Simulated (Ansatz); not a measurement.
**TiO2, response to strain**

Start from TiO$_{2}$ in the rutile structure (space group P4_2/mnm, No. 136).

```yaml
crystal:
  lattice:
    - [4.64344, 0.00000, 0.00000]
    - [0.00000, 4.64344, 0.00000]
    - [0.00000, 0.00000, 2.96380]
  atoms:
    - { symbol: Ti, position: [0.00000, 0.00000, 0.00000] }
    - { symbol: Ti, position: [0.50000, 0.50000, 0.50000] }
    - { symbol: O, position: [0.30513, 0.30513, 0.00000] }
    - { symbol: O, position: [0.80513, 0.19487, 0.50000] }
    - { symbol: O, position: [0.19487, 0.80513, 0.50000] }
    - { symbol: O, position: [0.69487, 0.69487, 0.00000] }
```

Cartesian axes are those of the cell as printed.

Strains are applied to the cell and any free atomic positions relax; under biaxial strain the out-of-plane vector relaxes too.

Computed with PBE (Ansatz, a program for electronic structure, PAW, spin-orbit coupling left out).

```csv
variant,ratio −ε⊥/ε∥,band gap,electron mass
base,–,1.86 eV,"0.58 mₑ along c, 1.2 mₑ across (at Γ)"
"biaxial strain −3.00 %, plane normal [001], relaxed out of plane",0.73,1.86 eV,"0.59 mₑ out of plane, 1.2 mₑ in plane (at Γ)"
"biaxial strain −2.40 %, plane normal [001], relaxed out of plane",0.71,1.85 eV,"0.59 mₑ out of plane, 1.2 mₑ in plane (at Γ)"
"biaxial strain −1.80 %, plane normal [001], relaxed out of plane",0.69,1.85 eV,"0.58 mₑ out of plane, 1.2 mₑ in plane (at Γ)"
"biaxial strain −1.20 %, plane normal [001], relaxed out of plane",0.67,1.84 eV,"0.58 mₑ out of plane, 1.2 mₑ in plane (at Γ)"
"biaxial strain −0.60 %, plane normal [001], relaxed out of plane",–,1.85 eV,"0.58 mₑ out of plane, 1.2 mₑ in plane (at Γ)"
```

Masses are band curvatures over ±0.01 Å⁻¹ around the edge. Stability against distortions was not tested. All final runs are without spin polarisation.
